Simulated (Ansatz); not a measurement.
## A computed series for Rb: response to strain

Base system: Rb in the bcc (W type) structure (space group Im-3m, No. 229; a = 5.571 Å; relaxed with 0.1 eV smearing). Axes: x, y, z lie along the cube axes.

Strains are applied to the cell and any free atomic positions relax; under biaxial strain the out-of-plane vector relaxes too.

Method: PBEsol in Ansatz (plane waves to 420 eV, PAW, scalar-relativistic without spin-orbit coupling).

Candidates:
(a) biaxial strain −0.50 %, plane normal [001], relaxed out of plane
(b) biaxial strain +1.00 %, plane normal [001], relaxed out of plane
(c) biaxial strain +2.00 %, plane normal [001], relaxed out of plane
(d) biaxial strain −2.00 %, plane normal [001], relaxed out of plane

### Question
Order them by out-of-plane strain, highest first.

### Answer
(d) biaxial strain −2.00 %, plane normal [001], relaxed out of plane (+3.80 %), (a) biaxial strain −0.50 %, plane normal [001], relaxed out of plane (+0.88 %), (b) biaxial strain +1.00 %, plane normal [001], relaxed out of plane (-1.64 %), (c) biaxial strain +2.00 %, plane normal [001], relaxed out of plane (-3.04 %)

Whether these cells are dynamically stable was not tested. All final runs are without spin polarisation.

Ansatz is a first-principles code.
